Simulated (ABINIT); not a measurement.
Worked example: self-consistent single point of V (Im-3m, 1 atom in the cell) in ABINIT.

Method of the run: PBE, PAW (JTH v2.0 PBE PAW) (plane waves; ABINIT).

```xyz
1
Lattice="-1.5074 1.5074 1.5074 1.5074 -1.5074 1.5074 1.5074 1.5074 -1.5074" Properties=species:S:1:pos:R:3 pbc="T T T"
V      0.0000     0.0000     0.0000
```

Reference input (self-consistent single point, DFT, PBE, plane waves, PAW (JTH v2.0 PBE PAW)): pseudos = [V.GGA_PBE-JTH.xml]; ecut = 30 Ha; pawecutdg = 60 Ha; pawxcdev = 0; occopt = 7; tsmear = 0.00367493 Ha; ngkpt = 9 9 9; nshiftk = 1; shiftk = 0 0 0; potentials = JTH v2.0 PBE PAW; nband = 12; kptopt = 1. This run's input differs from it in these lines:

```diff
@@ -17,6 +17,6 @@
 occopt 7
-tsmear 0.00367493
+tsmear 0.01102480
 nband 12
 kptopt 1
-ngkpt 9 9 9
+ngkpt 8 8 8
 nshiftk 1
```

Output (repeated stretches shortened):

```
--- !BeginCycle
solver: {iscf: 17, nstep: 60, nline: 4, wfoptalg: 10, }
tolerances: {toldfe: 1.00E-09, }
...

     iter   Etot(hartree)      deltaE(h)  residm     nres2
 ETOT  1  -71.779551914605    -7.178E+01 9.561E-01 4.899E+00
 ETOT  2  -72.074975217536    -2.954E-01 1.690E-02 6.594E-01
 ETOT  3  -72.074842907759     1.323E-04 3.268E-03 2.245E-02
 ETOT  4  -72.074938034991    -9.513E-05 8.505E-04 1.448E-02
 ETOT  5  -72.074922738372     1.530E-05 2.088E-04 2.608E-04
   [... 2 lines left out ...]
 ETOT  8  -72.074923480233     9.142E-08 9.078E-06 2.929E-06
 ETOT  9  -72.074923478459     1.774E-09 2.158E-06 5.887E-07
 ETOT 10  -72.074923478369     9.004E-11 8.975E-07 5.648E-07
 ETOT 11  -72.074923478126     2.428E-10 2.166E-07 3.327E-07
 At SCF step   11, etot is converged :
  for the second time, diff in etot=  2.428E-10 < toldfe=  1.000E-09

 Cartesian components of stress tensor (hartree/bohr^3)
  sigma(1 1)=  1.04075866E-04  sigma(3 2)=  0.00000000E+00
  sigma(2 2)=  1.04075866E-04  sigma(3 1)=  0.00000000E+00
  sigma(3 3)=  1.04075866E-04  sigma(2 1)=  0.00000000E+00

 ----iterations are completed or convergence reached----

 reduced coordinates (array xred) for    1 atoms
       0.000000000000      0.000000000000      0.000000000000
 cartesian forces (eV/Angstrom) at end:
    1     -0.00000000000000    -0.00000000000000    -0.00000000000000
 frms,max,avg= 0.0000000E+00 0.0000000E+00   0.000E+00  0.000E+00  0.000E+00 e/A
 length scales=  1.889726132886  1.889726132886  1.889726132886 bohr
   [... lines left out ...]
 Fermi (or HOMO) energy (hartree) =   0.37085   Average Vxc (hartree)=  -0.44748
 Fermi (or HOMO) energy (eV) =  10.09144   Average Vxc (eV)= -12.17650
   [... lines left out ...]
'-kT*entropy'       : -2.62776822195011E-03
total_energy        : -7.20750500206294E+01
total_energy_eV     : -1.96126185284005E+03
...

-Cartesian components of stress tensor (GPa)         [Pressure= -3.0620E+00 GPa]
- sigma(1 1)=  3.06201719E+00  sigma(3 2)=  0.00000000E+00
- sigma(2 2)=  3.06201719E+00  sigma(3 1)=  0.00000000E+00
- sigma(3 3)=  3.06201719E+00  sigma(2 1)=  0.00000000E+00

 Calculation completed.
```

The run converged in 11 iterations. Against the reference run the free energy drops by 50.8 meV/atom and the pressure hardly changes (-3.02 to -3.06 GPa).

The starting cell has typed, rounded lattice constants, without a prior relaxation at this level. Its lattice was rescaled by up to half a per cent. Spin polarisation is off. With a pressure of about -3 GPa the cell is away from its equilibrium volume at this level.
